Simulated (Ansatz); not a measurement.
Phonon-limited resistivity of PdIn (Pm-3m) against temperature in μΩ·cm, PBEsol, DFPT electron-phonon coupling, linearised Boltzmann equation in Ansatz (a program for electronic structure), harmonic crystal at a fixed cell.

```
T         ρ
-----  ----
50 K   1.47
77 K      ?
100 K     ?
150 K   6.3
200 K   8.6
250 K     ?
273 K  11.8
300 K  13.0
```

Task: Fill in the missing entries.

Result: 
- 77 K, ρ: 2.8
- 100 K, ρ: 4.0
- 250 K, ρ: 10.8

A metal at this level (no band gap). Only scattering by harmonic phonons is included (no impurities, grain boundaries, electron-electron scattering or thermal expansion). Spin-orbit coupling is left out. The run warned that the eigensolver left some states short of its tolerance. Halving the electron mesh (28x28x28) moves the resistivity by up to 6 %. Smearing 0.20 eV; phonons on a 4x4x4 q mesh, which this run doesn't test and which matters most at low temperature.

Computed structure, not matched to a measured one here, so possibly hypothetical: PdIn (Pm-3m).
